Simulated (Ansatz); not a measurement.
## Short convergence ladders for TaSb₂ (Cm, 6 atoms in the cell)

```
TaSb2
1.0
    5.15308    -1.85443     0.00000
    5.15308     1.85443     0.00000
   -4.25842     0.00000     7.22092
Ta Sb
2 4
Cartesian
  5.29487   0.00000   5.90624
  0.75287   0.00000   1.36468
 -0.75134   0.00000   3.86536
  6.79908   0.00000   3.35556
  3.70033   0.00000   0.79654
  2.34741   0.00000   6.42438
```

Base method: PBEsol, default PAW files made with PBE (plane waves; Ansatz, an electronic-structure program).

Base settings: basis.ecutwfc = 420 eV; kpoints.mp_grid.grid = 6 6 2; hamiltonian.xc = pbesol; hamiltonian.pseudopotentials = {kind: paw} (the program's default PAW files); scf.occupations.method = gaussian; scf.occupations.width = 0.1 eV.

The count of work is k-points × plane waves × bands × iterations; it is no time. Core times come from one kind of shared machine, to one figure; runs under 30 s give none.

**The k-point mesh**

Only quantities that move along the ladder and can be compared are tabulated.

```tsv
kpoints.mp_grid.grid	free energy less the last step's (meV/atom)	pressure (GPa)	largest difference of a force vector from the last step's (eV/Å)	count of work / last
2 2 1	71.43	-4.61	0.622	0.0042
3 3 2	-0.44	-3.89	0.224	0.0097
4 4 2	2.41	-3.86	0.075	0.020
6 6 2	2.00	-3.91	0.029	0.037
5 5 3	-1.05	-3.93	0.046	0.029
7 7 4	-0.14	-3.93	0.015	0.085
9 9 5	0.09	-3.92	0.008	0.16
17 17 8	0.00	-3.92	0.000	1.0
```

Coarsest kpoints.mp_grid.grid that holds the pressure within 0.1 GPa of the last step, with all finer ones: 3 3 2, at 0.0097 of the last step's count of work; the step before is off by 0.68 GPa.

Coarsest kpoints.mp_grid.grid that holds the free energy within 5 meV/atom of the last step, with all finer ones: 3 3 2, at 0.0097 of the last step's count of work; the step before is off by 71 meV/atom.

**The k-point mesh at a smearing width of 0.3 eV**

In this ladder: scf.occupations.width = 0.3 eV.

Only quantities that move along the ladder and can be compared are tabulated.

```csv
kpoints.mp_grid.grid,free energy less the last step's (meV/atom),pressure (GPa),largest difference of a force vector from the last step's (eV/Å)
4 4 2,2.40,-3.83,0.066
6 6 3,-0.73,-3.91,0.012
9 9 4,0.05,-3.89,0.001
13 13 6,0.00,-3.89,0.000
19 19 9,0.00,-3.89,0.000
```

Coarsest kpoints.mp_grid.grid that holds the free energy within 0.5 meV/atom of the last step, with all finer ones: 9 9 4; the step before is off by 0.73 meV/atom.

Coarsest kpoints.mp_grid.grid that holds the forces within 0.02 eV/Å of the last step, with all finer ones: 6 6 3; the step before is off by 0.066 eV/Å.

Coarsest kpoints.mp_grid.grid that holds the pressure within 0.05 GPa of the last step, with all finer ones: 6 6 3; the step before is off by 0.06 GPa.

**The mesh under tetrahedron occupations**

In this ladder: scf.occupations.method = tetrahedron; scf.occupations.width = default.

Only quantities that move along the ladder and can be compared are tabulated.

| kpoints.mp_grid.grid | free energy less the last step's (meV/atom) | pressure (GPa) | largest difference of a force vector from the last step's (eV/Å) | count of work / last | core time / last (rough) |
|---|---|---|---|---|---|
| 4 4 2 | 2.82 | -3.85 | 0.107 | 0.019 | – |
| 5 5 3 | -0.66 | -3.94 | 0.066 | 0.032 | – |
| 6 6 3 | -0.81 | -3.94 | 0.024 | 0.045 | – |
| 9 9 5 | 0.14 | -3.93 | 0.009 | 0.15 | 0.1 |
| 15 15 7 | 0.05 | -3.93 | 0.004 | 0.55 | 0.9 |
| 18 18 9 | 0.00 | -3.93 | 0.000 | 1.0 | 1 |

Coarsest kpoints.mp_grid.grid that holds the free energy within 1 meV/atom of the last step, with all finer ones: 5 5 3, at 0.032 of the last step's count of work; the step before is off by 2.8 meV/atom.

Coarsest kpoints.mp_grid.grid that holds the forces within 0.02 eV/Å of the last step, with all finer ones: 9 9 5, at 0.15 of the last step's count of work and about 0.1 of the last step's time; the step before is off by 0.024 eV/Å.

Coarsest kpoints.mp_grid.grid that holds the pressure within 0.05 GPa of the last step, with all finer ones: 5 5 3, at 0.032 of the last step's count of work; the step before is off by 0.07 GPa.

On the base run: the starting cell comes from a database of computed structures (which also holds hypothetical and non-ambient phases and stackings), without a prior relaxation at this level. Its lattice was rescaled by up to half a per cent. One atom was moved a little off its site on purpose. Spin polarisation is off. In the base run, with a pressure of about -4 GPa the cell is away from its equilibrium volume at this level. Ansatz's pressure includes its estimate of the finite-basis (Pulay) stress. Without a gap this mesh is coarse (it stands for a supercell whose shortest vector is 17 Å).

Keys are those of Ansatz 0.2.
